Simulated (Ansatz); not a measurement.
The parent structure is As in the A7 type structure (space group R-3m, No. 166; a = 3.784 Å, c = 10.107 Å (hexagonal axes); layered).

Computed with Ansatz (a first-principles code), PBE-D3(BJ), PAW, cutoff 420 eV, no spin-orbit coupling, earlier PAW set.

One change was made to it. Results:

```json
[
 {"quantity": "shortest interatomic distance", "base": "2.535 Å", "after": "2.534 Å"},
 {"quantity": "c/a ratio", "base": "2.671", "after": "2.665"}
]
```

Problem. What was done to the base?
A) pressure 0.3 GPa
B) pressure −2 GPa
C) pressure 7.5 GPa
D) pressure 1.5 GPa
E) pressure 3 GPa

Solution. A, pressure 0.3 GPa. For comparison, the c/a ratio in the other runs: pressure 1.5 GPa gives 2.637; pressure 3 GPa gives 2.612; pressure 7.5 GPa gives 2.558; pressure −2 GPa gives 2.745.

The mesh was chosen for an insulator and is coarse for the gapless case. Load acts through the strain it causes; cell and atoms are relaxed under it. Whether these cells are dynamically stable was not tested. No other phases were tried under pressure.
